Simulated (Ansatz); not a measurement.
Take GaN in the zinc blende structure (space group F-43m, No. 216; a = 4.4554 Å) as the base. Axes: x, y, z lie along the cube axes.

Computed with Kohn–Sham DFT with the LDA functional, run in Ansatz (a quantum-chemistry and plane-wave program) with PAW and 420 eV plane waves, scalar-relativistic without spin-orbit coupling.

Base values:

The band gap is 1.96 eV and the volume per atom is 11.06 Å³.

It is then changed as follows: biaxial strain −2.50 %, plane normal [001], relaxed out of plane (Cartesian); in-plane vectors clamped, the third vector and the atoms free.

Predict the new band gap and volume per atom.

The band gap grows by 0.06 eV (1.96 eV → 2.02 eV); the volume per atom drops by 0.27 Å³ to 10.79 Å³.

No phonon test of stability was made. This is not the structure that GaN has at room temperature and ambient pressure.
